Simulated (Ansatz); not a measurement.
**BP under a change: biaxial strain +0.83 %, plane normal [111], relaxed out of plane**

Base system: BP in the zinc blende structure (space group F-43m, No. 216; a = 4.4905 Å). Axes: x, y, z lie along the cube axes.

Modification: tensile biaxial strain of 0.83 % in the plane normal to [111], as in epitaxy on a mismatched substrate; the out-of-plane cell vector and the atoms relax.

All numbers come from LDA (Ansatz, a program for electronic structure; PAW; 420 eV plane waves; no spin-orbit coupling). Γ-centred 13×13×13 mesh, Fermi–Dirac width 0.05 eV.

| quantity | base | changed | shift |
|---|---|---|---|
| shortest interatomic distance | 194.4 pm | 194.6 pm | +0.12 pm |
| energy relative to the base (free energy F) | 0 meV/atom | +2.3 meV/atom | +2.3 meV/atom |
| pressure (mean of the normal stresses, compression positive) | -0.01 GPa | -2.52 GPa | -2.51 GPa |
| band gap | 1.14 eV | 1.10 eV | -0.04 eV |
| gap character | – | indirect, Γ → F–Γ (17 % along) | – |
| smallest direct gap | 3.43 eV | 3.29 eV | -0.14 eV |
| hole mass | – | 0.14 mₑ out of plane, 0.59 mₑ in plane (at Γ) | – |
| valence-band top at Γ (three highest levels, from the VBM) | 0.00, 0.00, 0.00 eV | 0.00, -0.09, -0.09 eV | – |
| out-of-plane strain | – | -0.18 % | – |
| ratio −ε⊥/ε∥ | – | 0.21 | – |

Effective masses come from finite differences of ±0.01 Å⁻¹. No phonon test of stability was made. Labels are those of the standard path for the cell's own space group.
